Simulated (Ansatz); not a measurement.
**zinc-blende BP: the defect H interstitial started at a bond centre**

Calculation: PBE, PAW (plane waves to 420 eV; Ansatz, an electronic-structure program). Cell: 64 sites, 2×2×2; final energies on a 2×2×2 shifted mesh. Site at the start: bond centre of B and P, 1.97 Å. Energies of charged states are corrected for periodic images (point charge plus alignment at distant sites). Dielectric constants: PBE linear response of the host. Host gap at this level: 1.25 eV. These values are not converged in cell size to better than tenths of an eV. The semilocal functional narrows the gap, so deep levels can fall outside it. Spin–orbit coupling is left out. Each state is the lowest found from its start.

The name describes the start; the neighbours show where the added atom ended.

| charge | moment (μB) | largest move off a lattice site (Å) | neighbours of the added atom at the end (Å) | image correction with alignment (eV) |
|---|---|---|---|---|
| +1 | not spin-polarised | 0.32 | B 1.29, P 1.50, P 2.15, B 2.46, B 2.50, P 2.68, P 2.71 | 0.24 |
| 0 | 1.0 | 0.49 | B 1.24, P 1.57, P 2.48, P 2.48, P 2.48 | 0.00 |
| −1† | not spin-polarised | 0.67 | B 1.20, P 1.74, P 2.48, P 2.48, P 2.48 | 0.16 |

† Not settled in this cell, so no level is given: charge −1: level within 0.1 eV of a band edge or past it.

No other site or start that was run ended lower by more than 0.1 eV.

Transition levels above the valence-band maximum: ε(+1/0) = 0.56 eV. On the lower envelope of the bound states, inside the gap: (+1/0) at 0.56 eV.

Flagged in the runs: a doubtful potential alignment, a strain field that reaches the edge of the cell.
